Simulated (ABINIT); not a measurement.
ABINIT run on NbC (Fm-3m, 2 atoms in the cell): self-consistent single point.

Level of theory: PBEsol, PAW (JTH v2.0 PBE PAW, files made for PBE) (plane waves; ABINIT).

```xyz
2
Lattice="0.0000 2.2350 2.2350 2.2350 0.0000 2.2350 2.2350 2.2350 0.0000" Properties=species:S:1:pos:R:3 pbc="T T T"
Nb     0.0000     0.0000     0.0000
C      2.2350     2.2350     2.2350
```

Reference input (self-consistent single point, DFT, PBE, plane waves, PAW (JTH v2.0 PBE PAW)): pseudos = [Nb.GGA_PBE-JTH.xml, C.GGA_PBE-JTH.xml]; ecut = 42 Ry; pawecutdg = 84 Ry; pawxcdev = 0; ixc = 11; occopt = 3; tsmear = 0.05 eV; ngkpt = 17 17 17; nshiftk = 1; shiftk = 0 0 0; potentials = JTH v2.0 PBE PAW; nband = 14. This run's input differs from it in these lines:

```diff
@@ -18,3 +18,3 @@
 pawxcdev 0
-ixc 11
+ixc -116133
 occopt 3
```

The program printed (abridged):

```
--- !BeginCycle
solver: {iscf: 17, nstep: 60, nline: 4, wfoptalg: 10, }
tolerances: {toldfe: 1.00E-09, }
...

     iter   Etot(hartree)      deltaE(h)  residm     nres2
 ETOT  1  -63.302826606673    -6.330E+01 5.497E-01 4.270E+01
 ETOT  2  -63.332211445896    -2.938E-02 3.558E-02 1.801E+01
 ETOT  3  -63.300882385266     3.133E-02 3.025E-02 5.351E-01
 ETOT  4  -63.301513174103    -6.308E-04 5.868E-03 1.101E-01
 ETOT  5  -63.301196311121     3.169E-04 1.790E-03 9.196E-04
   [... 2 lines left out ...]
 ETOT  8  -63.301203006978     1.876E-08 1.428E-04 2.444E-06
 ETOT  9  -63.301203003306     3.672E-09 3.671E-05 9.887E-08
 ETOT 10  -63.301203003173     1.330E-10 5.247E-05 3.780E-09
 ETOT 11  -63.301203003178    -4.356E-12 2.015E-05 1.862E-09
 At SCF step   11, etot is converged :
  for the second time, diff in etot=  4.356E-12 < toldfe=  1.000E-09

 Cartesian components of stress tensor (hartree/bohr^3)
  sigma(1 1)=  1.63659552E-04  sigma(3 2)=  0.00000000E+00
  sigma(2 2)=  1.63659552E-04  sigma(3 1)=  0.00000000E+00
  sigma(3 3)=  1.63659552E-04  sigma(2 1)=  0.00000000E+00

 ----iterations are completed or convergence reached----

 reduced coordinates (array xred) for    2 atoms
       0.000000000000      0.000000000000      0.000000000000
       0.500000000000      0.500000000000      0.500000000000
 cartesian forces (eV/Angstrom) at end:
    1     -0.00000000000000    -0.00000000000000    -0.00000000000000
    2     -0.00000000000000    -0.00000000000000    -0.00000000000000
 frms,max,avg= 0.0000000E+00 0.0000000E+00   0.000E+00  0.000E+00  0.000E+00 e/A
   [... lines left out ...]
 Fermi (or HOMO) energy (eV) =  14.84801   Average Vxc (eV)= -13.19971
   [... lines left out ...]
'-kT*entropy'       : -1.98601941253878E-04
total_energy        : -6.33012027173774E+01
total_energy_eV     : -1.72251332594223E+03
...

-Cartesian components of stress tensor (GPa)         [Pressure= -4.8150E+00 GPa]
- sigma(1 1)=  4.81502945E+00  sigma(3 2)=  0.00000000E+00
- sigma(2 2)=  4.81502945E+00  sigma(3 1)=  0.00000000E+00
- sigma(3 3)=  4.81502945E+00  sigma(2 1)=  0.00000000E+00

 Calculation completed.
```

The run converged in 11 iterations. Against the reference run the pressure goes from 2.41 to -4.82 GPa.

The starting cell has typed, rounded lattice constants, without a prior relaxation at this level. Spin polarisation is off. The potentials were made for another functional than the one used. With a pressure of about -5 GPa the cell is away from its equilibrium volume at this level.

Cost on one core of a shared machine: roughly 50 s.
